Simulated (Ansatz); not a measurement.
```yaml
crystal:
  lattice:
    - [4.20684, 0.00000, 0.00000]
    - [-2.10342, 3.64323, 0.00000]
    - [0.00000, 0.00000, 6.96774]
  atoms:
    - { symbol: Mg, position: [0.00000, 0.00000, 0.00000] }
    - { symbol: I, position: [0.33333, 0.66667, 0.23803] }
    - { symbol: I, position: [0.66667, 0.33333, 0.76197] }
```

No spin polarisation.

Computed with PBE-D3(BJ) (Ansatz, a quantum-chemistry and plane-wave program), no spin-orbit coupling. Γ-centred 9×9×5 mesh, Fermi–Dirac width 0.05 eV.

**Question.** Predict the gap character, width of the top valence band and smallest direct gap.

**Answer.** 
```json
{
 "gap_character": "indirect, Γ → L–M (40 % along)",
 "width_of_the_top_valence_band": "1.10 eV",
 "smallest_direct_gap": "3.60 eV"
}
```

With I present, leaving out spin-orbit coupling can change the band edges. The cells carry an imposed strain or load. Stability against distortions was not tested. The cell was made from MgI$_{2}$ in the CdI2 type structure (space group P-3m1, No. 164; layered, stacked along the Cartesian z axis) by this change: isotropic strain +2.00 %.
